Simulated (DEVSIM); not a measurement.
Device: abrupt Ge p-n junction, at 250 K.

Layer 1 from the left is Ge, thickness (μm) 3.40, Na (cm⁻³) 8.3e17, τn (s) 1.5e-7, τp (s) 1.5e-7. Layer 2 from the left is Ge, thickness (μm) 0.720, Nd (cm⁻³) 7.4e16, τn (s) 1.5e-7, τp (s) 1.5e-7.

Left contact: ohmic. Right contact: ohmic. Voltage is applied to the left contact. Recombination: SRH at mid-gap, radiative, Auger. Mobility is μmin + (μ − μmin)/(1 + (N/Nref)^α).

This is a model device: material constants are rounded textbook-type values typed into the input, and sizes, dopings and lifetimes were drawn at random. Values at 300 K; Nc and Nv go as T^1.5, mobilities as T to minus their exponent, the gap by Varshni's rule with the affinity fixed.

Ge: gap (eV) 0.664, affinity (eV) 4, permittivity 16, Nc (cm⁻³) 1.04e19, Nv (cm⁻³) 6e18, μn (cm²/Vs) 3900, μp (cm²/Vs) 1900, μn,min 150, μp,min 100, Nref,n 2.6e17, Nref,p 4e17, αn 0.56, αp 0.6, T exponent of μn 1.66, T exponent of μp 2.33, B (cm³/s) 6.4e-14, Cn (cm⁶/s) 1e-31, Cp (cm⁶/s) 1e-31, Varshni α (eV/K) 0.000477, Varshni β (K) 235.

Estimate by hand the built-in potential, the peak field at zero bias, and compare with a numerical solution.


- Built-in potential: ni = √(Nc Nv) exp(−Eg/2kT) = 7.88e11 cm⁻³ with Eg = 0.683 eV; Vbi = kT/q ln(Na Nd/ni²) = 0.545 V; numerical 0.545 V.
- Peak field at zero bias: depletion approximation: W = √(2εVbi/(qN)) = 0.119 μm with N = 6.79e16 cm⁻³; field = 2Vbi/W = 91600 V/cm; numerical 89100 V/cm (estimate above by 2.7 %).

DEVSIM, 1D drift-diffusion, Boltzmann statistics, complete ionisation; no tunnelling, impact ionisation, image-force lowering or self-heating.
